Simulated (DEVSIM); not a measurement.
Structure: illuminated Si p-on-n cell, one wavelength, at 250 K.

| layer (left to right) | material | thickness (μm) | Nd (cm⁻³) | Na (cm⁻³) | τn (s) | τp (s) | absorption coefficient (cm⁻¹) |
|---|---|---|---|---|---|---|---|
| 1 | Si | 0.890 | - | 2.1e18 | 1e-6 | 6.9e-8 | 1700 |
| 2 | Si | 43.0 | 5.1e16 | - | 3.3e-6 | 3.3e-6 | 1700 |

Left contact: ohmic, minority electron recombination velocity 100 cm/s. Right contact: ohmic, minority hole recombination velocity 20000 cm/s. Voltage is applied to the left contact. Recombination: SRH at mid-gap, radiative, Auger. Light enters at the left, 2.8e18 photons cm⁻² s⁻¹, one pass, no reflection. Mobility is constant in doping.

Constants are typed, rounded textbook-type inputs, not results; the design itself was drawn at random and stands for no fabricated device. Values at 300 K; Nc and Nv go as T^1.5, mobilities as T to minus their exponent, the gap by Varshni's rule with the affinity fixed.

```csv
parameter,Si
gap (eV),1.124
affinity (eV),4.05
permittivity,11.7
Nc (cm⁻³),2.86e19
Nv (cm⁻³),3.1e19
μn (cm²/Vs),1417
μp (cm²/Vs),470
T exponent of μn,2.3
T exponent of μp,2.2
B (cm³/s),4.7e-15
Cn (cm⁶/s),2.8e-31
Cp (cm⁶/s),9.9e-32
Varshni α (eV/K),0.000473
Varshni β (K),636
```

Simulated with DEVSIM: 1D drift-diffusion, Boltzmann statistics, complete ionisation; no tunnelling, impact ionisation, image-force lowering or self-heating.

The minority lifetime in layer 2 was swept, all else fixed.

```csv
minority lifetime in layer 2 (s),largest power (mW/cm²),short-circuit current (mA/cm²),open-circuit voltage (V),share of generated pairs collected at short circuit
9.9e-8,213,327,0.751,0.730
3.3e-7,245,368,0.766,0.821
9.9e-7,264,(withheld),(withheld),(withheld)
3.3e-6,273,400,0.782,0.892
9.9e-6,276,403,0.784,0.899
3.3e-5,277,404,0.785,0.902
9.9e-5,278,405,0.785,0.902
```

Question: Some entries are withheld; supply them.

Answer: 
- 9.9e-7, short-circuit current (mA/cm²): 390
- 9.9e-7, open-circuit voltage (V): 0.776
- 9.9e-7, share of generated pairs collected at short circuit: 0.869
